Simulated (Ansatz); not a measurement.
**Element substitutions in hypothetical Fm-3m WSe2**

The parent structure is WSe$_{2}$ (space group Fm-3m, No. 225; ferromagnetic; a hypothetical phase, not in the database extracts checked).

```cif
data_Se8W4
_chemical_formula_sum 'W4 Se8'
_space_group_name_H-M_alt 'Fm-3m'
_space_group_IT_number 225
_space_group_name_Hall '-F 4 2 3'
_cell_length_a 6.26567
_cell_length_b 6.26567
_cell_length_c 6.26567
_cell_angle_alpha 90.000
_cell_angle_beta 90.000
_cell_angle_gamma 90.000
loop_
_atom_site_label
_atom_site_type_symbol
_atom_site_symmetry_multiplicity
_atom_site_Wyckoff_symbol
_atom_site_fract_x
_atom_site_fract_y
_atom_site_fract_z
_atom_site_occupancy
W1 W 4 a 0.00000 0.00000 0.00000 1
Se1 Se 8 c 0.25000 0.25000 0.25000 1
```
(The calculation used a cell of 3 atoms; values per cell refer to that cell.)

Each row replaces one element on all its sites; cell and atoms are relaxed.

All numbers come from Ansatz (an electronic-structure program), PBE, PAW, cutoff 420 eV, no spin-orbit coupling, earlier PAW set.

| change | density | shortest interatomic distance |
|---|---|---|
| base | 9.23 g/cm³ | 2.713 Å |
| W → Re | 10.14 g/cm³ | 2.635 Å |
| Se → Br | 9.17 g/cm³ | 2.724 Å |
| Se → S | 7.87 g/cm³ | 2.571 Å |

The magnetic state is the one reached from the starting moments; the real material's order can differ, and small cells can't hold many antiferromagnetic ones. No phonon test of stability was made. As relaxed here, ReSe2, WBr2 and WS2 are hypothetical phases, not in the database extracts checked. Spin-polarised in the final run: base and WS2; the other runs are not. An odd electron count without spin: ReSe2. ReSe2 has a high density of states at the Fermi level and may be magnetic at this level.
